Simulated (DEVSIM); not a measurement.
Device: abrupt Si n-p junction, at 250 K.

```tsv
layer (left to right)	material	thickness (μm)	Nd (cm⁻³)	Na (cm⁻³)	τn (s)	τp (s)
1	Si	2.90	5.8e17	-	0.00012	0.00012
2	Si	250	-	2.1e16	0.00012	0.00012
```

Left contact: ohmic. Right contact: ohmic. Voltage is applied to the left contact. Recombination: SRH at mid-gap. Mobility is constant in doping.

Constants are typed, rounded textbook-type inputs, not results; the design itself was drawn at random and stands for no fabricated device. Values at 300 K; Nc and Nv go as T^1.5, mobilities as T to minus their exponent, the gap by Varshni's rule with the affinity fixed.

```tsv
parameter	Si
gap (eV)	1.124
affinity (eV)	4.05
permittivity	11.7
Nc (cm⁻³)	2.86e19
Nv (cm⁻³)	3.1e19
μn (cm²/Vs)	1417
μp (cm²/Vs)	470
T exponent of μn	2.3
T exponent of μp	2.2
Varshni α (eV/K)	0.000473
Varshni β (K)	636
```

DEVSIM, 1D drift-diffusion, Boltzmann statistics, complete ionisation; no tunnelling, impact ionisation, image-force lowering or self-heating.

Tabulate band edges, carrier densities and field at -0.9 V on the left contact.

Energies count from the Fermi level of the right contact; mesh points crowd at the junctions.

```json
[
 {"x (μm)": "0.000", "Ec (eV)": "0.978", "Ev (eV)": "-0.158", "n (cm⁻³)": "5.8e17", "p (cm⁻³)": "< 1e2", "field (V/cm)": "≈ 0"},
 {"x (μm)": "0.04775", "Ec (eV)": "0.978", "Ev (eV)": "-0.158", "n (cm⁻³)": "5.8e17", "p (cm⁻³)": "1.6e13", "field (V/cm)": "≈ 0"},
 {"x (μm)": "0.1888", "Ec (eV)": "0.978", "Ev (eV)": "-0.158", "n (cm⁻³)": "5.8e17", "p (cm⁻³)": "6.2e13", "field (V/cm)": "≈ 0"},
 {"x (μm)": "0.6317", "Ec (eV)": "0.978", "Ev (eV)": "-0.158", "n (cm⁻³)": "5.8e17", "p (cm⁻³)": "2.1e14", "field (V/cm)": "≈ 0"},
 {"x (μm)": "2.117", "Ec (eV)": "0.978", "Ev (eV)": "-0.158", "n (cm⁻³)": "5.8e17", "p (cm⁻³)": "7.0e14", "field (V/cm)": "≈ 0"},
 {"x (μm)": "2.651", "Ec (eV)": "0.978", "Ev (eV)": "-0.158", "n (cm⁻³)": "5.8e17", "p (cm⁻³)": "8.7e14", "field (V/cm)": "≈ 0"},
 {"x (μm)": "2.832", "Ec (eV)": "0.978", "Ev (eV)": "-0.158", "n (cm⁻³)": "5.8e17", "p (cm⁻³)": "9.3e14", "field (V/cm)": "≈ 0"},
 {"x (μm)": "2.903", "Ec (eV)": "1.010", "Ev (eV)": "-0.126", "n (cm⁻³)": "1.3e17", "p (cm⁻³)": "4.3e15", "field (V/cm)": "29000"},
 {"x (μm)": "2.958", "Ec (eV)": "1.055", "Ev (eV)": "-0.081", "n (cm⁻³)": "1.7e16", "p (cm⁻³)": "3.3e16", "field (V/cm)": "1100"},
 {"x (μm)": "3.122", "Ec (eV)": "1.056", "Ev (eV)": "-0.080", "n (cm⁻³)": "1.5e16", "p (cm⁻³)": "3.6e16", "field (V/cm)": "≈ 0"},
 {"x (μm)": "3.616", "Ec (eV)": "1.056", "Ev (eV)": "-0.080", "n (cm⁻³)": "1.5e16", "p (cm⁻³)": "3.6e16", "field (V/cm)": "≈ 0"},
 {"x (μm)": "6.226", "Ec (eV)": "1.056", "Ev (eV)": "-0.080", "n (cm⁻³)": "1.5e16", "p (cm⁻³)": "3.6e16", "field (V/cm)": "≈ 0"},
 {"x (μm)": "12.96", "Ec (eV)": "1.054", "Ev (eV)": "-0.082", "n (cm⁻³)": "1.5e16", "p (cm⁻³)": "3.6e16", "field (V/cm)": "≈ 0"},
 {"x (μm)": "33.23", "Ec (eV)": "1.050", "Ev (eV)": "-0.086", "n (cm⁻³)": "1.4e16", "p (cm⁻³)": "3.5e16", "field (V/cm)": "≈ 0"},
 {"x (μm)": "132.9", "Ec (eV)": "1.026", "Ev (eV)": "-0.110", "n (cm⁻³)": "1.0e16", "p (cm⁻³)": "3.1e16", "field (V/cm)": "≈ 0"},
 {"x (μm)": "214.7", "Ec (eV)": "1.001", "Ev (eV)": "-0.135", "n (cm⁻³)": "4.9e15", "p (cm⁻³)": "2.6e16", "field (V/cm)": "≈ 0"},
 {"x (μm)": "240.2", "Ec (eV)": "0.991", "Ev (eV)": "-0.145", "n (cm⁻³)": "2.0e15", "p (cm⁻³)": "2.3e16", "field (V/cm)": "≈ 0"},
 {"x (μm)": "248.7", "Ec (eV)": "0.987", "Ev (eV)": "-0.149", "n (cm⁻³)": "7.1e14", "p (cm⁻³)": "2.2e16", "field (V/cm)": "≈ 0"},
 {"x (μm)": "251.9", "Ec (eV)": "0.985", "Ev (eV)": "-0.151", "n (cm⁻³)": "1.7e14", "p (cm⁻³)": "2.1e16", "field (V/cm)": "≈ 0"},
 {"x (μm)": "252.6", "Ec (eV)": "0.985", "Ev (eV)": "-0.151", "n (cm⁻³)": "5.3e13", "p (cm⁻³)": "2.1e16", "field (V/cm)": "≈ 0"},
 {"x (μm)": "252.8", "Ec (eV)": "0.985", "Ev (eV)": "-0.151", "n (cm⁻³)": "1.4e13", "p (cm⁻³)": "2.1e16", "field (V/cm)": "≈ 0"},
 {"x (μm)": "252.9", "Ec (eV)": "0.985", "Ev (eV)": "-0.151", "n (cm⁻³)": "< 1e2", "p (cm⁻³)": "2.1e16", "field (V/cm)": "≈ 0"}
]
```
